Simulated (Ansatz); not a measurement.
MoTe₂ (P6₃/mmc, No. 194, 12 atoms in the cell; start mp-1030319), treated with r²SCAN+rVV10 (Ansatz, a quantum-chemistry and plane-wave program, PAW).

Run with plane-wave cutoff 560 eV, 12×12×1 k mesh (along the axes of the cell as run), Fermi–Dirac smearing 0.01 eV, no spin polarisation, scalar-relativistic PAW data made under PBE.

Cell (relaxed at this level):

```xyz
12
Lattice="3.5420 0.0000 0.0000 -1.7710 3.0674 0.0000 0.0000 0.0000 28.3690" Properties=species:S:1:pos:R:3 pbc="T T T"
Te     0.0000     2.0450    23.0281
Te     1.7710     1.0225     5.3409
Te     0.0000     2.0450     8.8441
Te     1.7710     1.0225    19.5250
Te     1.7710     1.0225    15.9359
Te     0.0000     2.0450    12.4331
Te     1.7710     1.0225     1.7518
Te     0.0000     2.0450    26.6172
Mo     0.0000     2.0450    17.7304
Mo     1.7710     1.0225    10.6386
Mo     0.0000     2.0450     3.5464
Mo     1.7710     1.0225    24.8227
```

Q: What does this level give for the band gap, smallest direct gap on the k points sampled and Γ–Γ gap?

A: 
- band gap: 0.87 eV
- smallest direct gap on the k points sampled: 1.09 eV
- Γ–Γ gap: 2.99 eV

Spin–orbit coupling is not included; with these elements it can move the gap by several tenths of an eV or more.

Computed values are for the static lattice.

A start named mp-… is a Materials Project structure, which need not be a measured phase.
